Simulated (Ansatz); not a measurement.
Structures of equal composition on the (111) surface of fcc Ag: a layer of Ta in place of the second plane; a layer of Ta in place of the third plane. The slabs share one bottom face, and each structure is named by its start. These are constructed structures in small cells; real faces may alloy, dewet or reconstruct in larger ones, and not all known structures of the face are among them. Slabs of about 12 Å, Fermi-Dirac smearing of 0.1 eV. Bottom of the slabs: a bare face, its two planes held. Relaxed from the named starts with such symmetry as they have, on meshes of like density; energies extrapolated to zero smearing; spin only where a row says so; no spin-orbit coupling, no U. Brackets mark spin-polarised runs, whose order is one that fits the cell.

These are PBE (plane waves to 420 eV, PAW; Ansatz, a first-principles code) values and carry that method's errors.

Problem. Put the candidates in order of energy per 1x1 cell, lowest first, for PBE.

Solution. a layer of Ta in place of the third plane (0.000 eV), a layer of Ta in place of the second plane (0.155 eV)
